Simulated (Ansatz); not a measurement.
A computed series for Al2O3: response to strain

Take Al$_{2}$O$_{3}$ in the corundum structure (space group R-3c, No. 167; a = 4.729 Å, c = 12.892 Å (hexagonal axes)) as the base. Axes: x lies along a and z along c of the hexagonal cell.

Strains are applied to the cell and any free atomic positions relax.

Method: LDA in Ansatz (plane waves to 420 eV, PAW, spin-orbit coupling left out).

Notes on the quantities. energy relative to the base: free energy F; pressure: mean of the normal stresses, compression positive.

```json
[
 {"change": "base", "band gap": "6.43 eV", "energy relative to the base": "0 meV/atom", "volume per atom": "8.32 Å³", "pressure": "-0.01 GPa"},
 {"change": "uniaxial strain ε_xx = −2.25 %", "band gap": "6.68 eV", "energy relative to the base": "+6.7 meV/atom", "volume per atom": "8.14 Å³", "pressure": "6.26 GPa"},
 {"change": "uniaxial strain ε_xx = −1.50 %", "band gap": "___", "energy relative to the base": "___", "volume per atom": "8.20 Å³", "pressure": "___"},
 {"change": "uniaxial strain ε_xx = −0.75 %", "band gap": "6.54 eV", "energy relative to the base": "+0.7 meV/atom", "volume per atom": "8.26 Å³", "pressure": "2.00 GPa"}
]
```

Task: Some entries are withheld; estimate them.

Result: 
- uniaxial strain ε_xx = −1.50 %, band gap: 6.61 eV
- uniaxial strain ε_xx = −1.50 %, energy relative to the base: +3.0 meV/atom
- uniaxial strain ε_xx = −1.50 %, pressure: 4.09 GPa

Whether these cells are dynamically stable was not tested.

Ansatz is an electronic-structure program.
